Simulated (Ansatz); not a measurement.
Start from Y in the hcp (Mg type) structure (space group P6_3/mmc, No. 194; a = 3.5995 Å, c = 5.5872 Å).

The values are results of Ansatz (a program for electronic structure), PBEsol, PAW, cutoff 420 eV, without spin-orbit coupling, earlier PAW set, not measurements.

Base values:

The volume per atom is 31.35 Å³.

Now apply this change: full substitution Y → Sr; the structure is relaxed again.

Problem. How does this affect the volume per atom?

Solution. The volume per atom goes up by 20.99 Å³ (31.35 Å³ → 52.34 Å³).

Stability against distortions was not tested. The final runs are not spin-polarised. This is not the structure that Sr has at room temperature and ambient pressure.
